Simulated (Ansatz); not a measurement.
The reference is HfS₂ in the rutile structure (space group P4_2/mnm, No. 136; a = 6.024 Å, c = 3.652 Å; a hypothetical phase, not in the database extracts checked).

One thing is altered: cell and atoms relaxed at a pressure of 1.8 GPa.

Levels (all Ansatz, a quantum-chemistry and plane-wave program, PAW, earlier PAW set): PBEsol (420 eV, no SOC); HSE06 (420 eV, no SOC); PBEsol+SOC (600 eV, spin-orbit coupling included).

One geometry, relaxed with PBEsol, under each level:

```csv
level,band gap,lowest conduction level above the VBM at special points,electron mass
PBEsol,0.21 eV,Γ 0.21 eV; M 0.49 eV; R 0.82 eV,–
HSE06,1.05 eV,Γ 1.05 eV; M 1.33 eV; R 1.68 eV,–
PBEsol+SOC,0.21 eV,Γ 0.21 eV; M 0.49 eV; R 0.80 eV; X 1.20 eV,0.21 mₑ (at Γ)
```

Single points use the geometry relaxed with PBEsol. Their cutoffs differ, which shifts pressures a little. HSE06 was sampled on its mesh, a few special points and the semilocal edge points, so its gap is an upper bound. The spin-orbit shifts are approximate. With Hf present, leaving out spin-orbit coupling can change the band edges. Load acts through the strain it causes; cell and atoms are relaxed under it. Effective masses come from finite differences of ±0.01 Å⁻¹. No phonon test of stability was made. A zero or small gap of HfS2 can be the functional's error rather than a property of the material.
